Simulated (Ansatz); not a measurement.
## Worked example: self-consistent single point of NbRu (P4mm, 2 atoms in the cell) in Ansatz

Computed with LDA (PW92), default PAW files made with PBE (plane waves; Ansatz, a first-principles code).

Input:

Ansatz 0.2 input:
```yaml
# NbRu
crystal:
  lattice:
    - [3.068737, 0.000000, 0.000000]
    - [0.000000, 3.068737, 0.000000]
    - [0.000000, 0.000000, 3.442145]
  atoms:
    - { symbol: Nb, position: [0.000000, 0.000000, 0.014526] }
    - { symbol: Ru, position: [0.500000, 0.500000, 0.500000] }
basis:
  ecutwfc: 420.0 eV
kpoints:
  mp_grid: { grid: [11, 11, 10] }
hamiltonian:
  xc: lda
  pseudopotentials: { kind: paw }
scf:
  occupations: { method: fermi_dirac, width: 0.1 eV }
output:
  forces: true
  eigenvalues: true
  stress: true
```

Output (repeated stretches shortened):

```
WARN ansatz: RAYON_NUM_THREADS=1 ignored (pool sized by the plan → 1); use --threads N
Pseudopotentials: kind: paw
Pseudopotential: Nb, paw, valence charge 13
Pseudopotential: Ru, paw, valence charge 16
Crystal: 2 atoms, lattice volume = 32.415 Å³
Basis set: ecut = 420 eV, 643 PW (Γ)
Bands: 19, of which v1, the nominal top of the filled ones, is band 15 counted from 1 (14 counted from 0)
Symmetry: 8 space group operations
Space group: P4mm (ITA 99), of the structure as read, at distance tolerance 3.2e-5 Å
k-points: 126 of 1210 (time reversal used)
PAW frozen core: Nb, regenerated for the run's functional, and the local potential with it
PAW frozen core: Ru, regenerated for the run's functional, and the local potential with it
Initial density: superposition of atomic densities (neutral atoms: chi_scale 0, normalization atom), corrected by the library's trained network
Initial wavefunctions: pseudopotential atomic-orbital guess
Eigensolver: davidson
Functional: x = slater, c = lda
SCF iter   1: F=—  HF=-10201.148419 eV  |F-HF|=—  |Δ(HF+E_count)|=         —  Δρ=6.89e-3  dr2=3.75e-3  ethr=1.77e-3  ⟨swp⟩=5.0  Hψ=9735  notcnv=0
all-band conjugate gradients solve this SCF's bands
preconditioner: auto → none
SCF iter   2: F=—  HF=-10201.149042 eV  |F-HF|=—  |Δ(HF+E_count)|=   6.24e-4  Δρ=3.80e-3  dr2=1.27e-3  ethr=1.29e-5  ⟨swp⟩=2.0  Hψ=5066  notcnv=0
SCF iter   3: F=—  HF=-10201.148812 eV  |F-HF|=—  |Δ(HF+E_count)|=   2.30e-4  Δρ=3.35e-4  dr2=4.26e-5  ethr=4.39e-6  ⟨swp⟩=2.7  Hψ=4166  notcnv=0
SCF iter   4: F=—  HF=-10201.148806 eV  |F-HF|=—  |Δ(HF+E_count)|=   6.50e-6  Δρ=1.88e-4  dr2=1.64e-5  ethr=1.47e-7  ⟨swp⟩=2.6  Hψ=4436  notcnv=0
SCF iter   5: F=—  HF=-10201.148802 eV  |F-HF|=—  |Δ(HF+E_count)|=   4.17e-6  Δρ=3.25e-5  dr2=3.38e-7  ethr=5.64e-8  ⟨swp⟩=2.0  Hψ=3231  notcnv=0
SCF iter   6: F=-10201.148802 eV  HF=-10201.148802 eV  |F-HF|=1.84e-8  |Δ(HF+E_count)|=   6.53e-8  Δρ=1.09e-5  dr2=3.04e-8  ethr=3.45e-10  ⟨swp⟩=4.9  Hψ=10308  notcnv=0
SCF 1 converged in 6 iterations: F = -10201.148802 eV  dr2 = 3.04e-8
SCF converged after 6 iterations
Free energy (F): -10201.148802 eV
Harris-Foulkes:  -10201.148802 eV  (|F-HF|=1.84e-8)
Internal energy: -10201.066825 eV  (E = F + TS)
E sigma→0 (E₀):  -10201.107813 eV
Entropy (-TS):   -0.081977 eV (-40.988 meV/atom)
Fermi energy:    19.836855 eV
--- Per-component energies (eV) ---
  E_band       = -162.320780
  E_kinetic    = 907.967740
  E_local      = -2119.085209  (includes V_loc(G=0)·N_el)
  E_nonlocal   = 471.958490
  E_hartree    = 681.669532
  E_xc         = -363.336403
  E_vxc        = -450.687654  (∫ρ·V_xc dr)
  E_paw        = -6306.327528  (= ΣΔE_a)
  E_vpaw       = -335.811667  (= ΣTr[D̂ρ^β])
  E_aug_tail   = -0.000217  (compensation charges beyond the density's cutoff)
  E_ewald      = -3474.910609
  E_core_change = 0.997379  (= ΣΔE_core)
  E_smearing   = -0.081977  (= −TS)
  E_closure    = 0.000000  (closes the sum)
  Σ components = -10201.148802   (vs F -10201.148802, Δ=0.00e0)
--- Forces (eV/Å), atoms counted from 1 ---
  atom   1  Nb     0.00000000     0.00000000    -0.08921528
  atom   2  Ru    -0.00000000     0.00000000     0.08934984
  max |Σ_I F_I| component: 1.35e-4 eV/Å
--- Stress (GPa, compression-positive) ---
      -14.859739       0.000000      -0.000000
        0.000000     -14.859739       0.000000
       -0.000000       0.000000     -14.810766
  P = ⅓ Tr σ = -14.8434 GPa (-148.434 kbar)
  The stress holds the Pulay correction. Without it, at fixed plane waves, as pw.x and ABINIT print it: P = -14.8633 GPa
--- Band table (eV; the first three rows and the last of 126) ---
  k-point 0: bands = ["-52.7802", "-35.3791", "-22.8369", "-22.7759", "-22.7759", "-11.3992", "-11.2344", "-11.2344", "12.5780", "14.4199", "14.6288", "17.6701", "17.6701", "18.5537", "20.1131", "21.3866", "23.3636", "23.5330", "23.5330"]
  k-point 1: bands = ["-52.7800", "-35.3786", "-22.8390", "-22.7752", "-22.7752", "-11.4192", "-11.2351", "-11.2351", "12.7583", "14.5476", "14.7163", "17.7044", "17.7044", "18.6038", "19.9131", "21.3592", "23.1354", "23.1354", "23.2646"]
  k-point 2: bands = ["-52.7793", "-35.3773", "-22.8447", "-22.7734", "-22.7734", "-11.4715", "-11.2371", "-11.2371", "13.2750", "14.8961", "14.9737", "17.8101", "17.8101", "18.7440", "19.3766", "21.2353", "22.2767", "22.2767", "22.9991"]
  k-point 125: bands = ["-52.7564", "-35.2779", "-22.9021", "-22.9016", "-22.8435", "-11.6788", "-11.6773", "-11.4953", "16.3968", "16.5961", "16.8608", "17.1116", "17.4116", "17.4465", "19.5671", "20.3236", "22.7438", "23.7346", "27.3169"]
```

The run converged in 6 iterations.

The starting cell comes from a database of computed structures (which also holds hypothetical and non-ambient phases and stackings), without a prior relaxation at this level. Its lattice was rescaled by up to half a per cent. One atom was moved a little off its site on purpose. Spin polarisation is off. With a pressure of about -15 GPa the cell is away from its equilibrium volume at this level. Ansatz's pressure includes its estimate of the finite-basis (Pulay) stress.
